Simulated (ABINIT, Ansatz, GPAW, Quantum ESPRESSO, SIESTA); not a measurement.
## One structure in several programs: V (Im-3m, 1 atom in the cell)

Self-consistent single point, at a second geometry (lattice scaled by 0.98). First geometry:

```yaml
crystal:
  lattice:
    - [-1.52818, 1.52818, 1.52818]
    - [1.52818, -1.52818, 1.52818]
    - [1.52818, 1.52818, -1.52818]
  atoms:
    - { symbol: V, position: [0.00000, 0.00000, 0.00000] }
```

Shared settings, as Ansatz (a first-principles code) writes them: kpoints.mp_grid.grid = 20 20 20; scf.occupations.method = gaussian; scf.occupations.width = 0.136 eV. Potentials and cutoffs stand in the table.

```json
[
 {"code": "Ansatz", "model": "PBE, default PAW files", "ΔF from the first geometry (meV/atom)": "-25.4", "pressure (GPa)": "0.28", "cutoff": "420 eV"},
 {"code": "Quantum ESPRESSO", "model": "PBE, SSSP 1.1.2 efficiency (PBE) pseudopotentials", "ΔF from the first geometry (meV/atom)": "-26.1", "pressure (GPa)": "0.19", "cutoff": "50 Ry"},
 {"code": "GPAW", "model": "PBE, GPAW PAW datasets PBE (gpaw-data 1.0.1)", "ΔF from the first geometry (meV/atom)": "-19.6", "pressure (GPa)": "1.60", "cutoff": "850 eV"},
 {"code": "ABINIT", "model": "PBE, norm-conserving pseudopotentials (PseudoDojo nc-sr-05 PBE standard)", "ΔF from the first geometry (meV/atom)": "-25.2", "pressure (GPa)": "0.41", "cutoff": "42 Ha"},
 {"code": "SIESTA", "model": "GGA PBE, numerical atomic orbitals DZP, PseudoDojo PBE standard norm-conserving potentials (rewritten from UPF to PSML)", "ΔF from the first geometry (meV/atom)": "-34.1", "pressure (GPa)": "-1.07", "cutoff": "grid 300 Ry"}
]
```

On Ansatz's run: spin polarisation is off.

The spread over the programs that give each value: ΔF from the first geometry within 14.5 meV/atom; pressure within 2.67 GPa.

SIESTA uses small atom-centred bases, whose incompleteness enters pressures, forces and empty levels differently from a plane-wave cutoff. Ansatz's pressure is given at a fixed set of plane waves, as the other plane-wave codes print theirs; with its correction for the finite basis it is 0.37 GPa. In the pressure, GPAW (by 1.26) and SIESTA (by 1.42) lie more than 1 GPa from the median of the plane-wave programs.

The starting cell comes from a database of computed structures (which also holds hypothetical and non-ambient phases and stackings), without a prior relaxation at this level. Its lattice was rescaled by a random factor within 2.5 % of one. For this run, on top of that: lattice scaled by 0.98.

Left out of this page: Elk and FLEUR (not drawn, or without a comparable value).

Keys are those of Ansatz 0.2.
